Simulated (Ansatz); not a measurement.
# Bi2Te3, pressure series

Take Bi2Te3 in the Bi2Te3 type structure (space group R-3m, No. 166; a = 4.387 Å, c = 30.286 Å (hexagonal axes)) as the base.

Cell and atoms are relaxed at each pressure.

Method: PBE-D3(BJ)/PAW in Ansatz (a program for electronic structure), scalar-relativistic without spin-orbit coupling.

| P (GPa) | V (Å³/atom) |
|---|---|
| -1.00 | 34.719 |
| 0.29 | 33.406 |
| 0.70 | 33.070 |
| 1.50 | 32.495 |
| 3.00 | 31.574 |
| 5.00 | 30.566 |
| 7.50 | 29.519 |

Question: Fit a third-order Birch–Murnaghan equation of state.

Answer: Least squares on P(V) = (3B₀/2)[(V₀/V)^(7/3) − (V₀/V)^(5/3)]·[1 + (3/4)(B₀′ − 4)((V₀/V)^(2/3) − 1)] gives V₀ = 33.68 Å³/atom, B₀ = 37 GPa and B₀′ = 6.4.

Load acts through the strain it causes; cell and atoms are relaxed under it. Whether these cells are dynamically stable was not tested. Competing high-pressure phases were not computed.
